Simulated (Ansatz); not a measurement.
Take Sr in the fcc (Cu type) structure (space group Fm-3m, No. 225; a = 6.0999 Å) as the base.

The other end (x = 1) is Mg in the fcc (Cu type) structure (space group Fm-3m, No. 225; a model cell, its experimental status unchecked): 22.73 Å³/atom, gap zero; this end may not be an ambient phase.

Level of theory: DFT with r2SCAN, PAW potentials and a 500 eV plane-wave cutoff in Ansatz (an electronic-structure program), no spin-orbit coupling.

Mg replaces a fraction x of Sr; each row is one arrangement (x, atoms in the cell, starting space group or random), fully relaxed.

One change was made to it. Results:

The deviation of the volume from the linear (Vegard-type) interpolation is -5.0 %; the band gap stays zero; the shortest interatomic distance drops by 29.7 pm (431.3 pm → 401.6 pm).

Q: Name the change that was made.
(A) x(Mg) = 0.75, 4 atoms, Pm-3m
(B) x(Mg) = 0.25, 4 atoms, Pmmm
(C) x(Mg) = 0.25, 4 atoms, R-3m
(D) x(Mg) = 0.667, 3 atoms, I4/mmm
(E) x(Mg) = 0.25, 4 atoms, Pm-3m

A: E, x(Mg) = 0.25, 4 atoms, Pm-3m. For comparison, the deviation of the volume from the linear in the other runs: x(Mg) = 0.25, 4 atoms, R-3m gives +1.3 %; x(Mg) = 0.75, 4 atoms, Pm-3m gives -3.2 %; x(Mg) = 0.25, 4 atoms, Pmmm gives -2.7 %; x(Mg) = 0.667, 3 atoms, I4/mmm gives -6.9 %.

These are small ordered cells, not random alloys; other orderings at the same x differ. Stability against distortions was not tested. Under x(Mg) = 0.25, 4 atoms, Pmmm and x(Mg) = 0.667, 3 atoms, I4/mmm the cell changed shape so far that it is another structure. This is not the structure that Mg has at room temperature and ambient pressure.
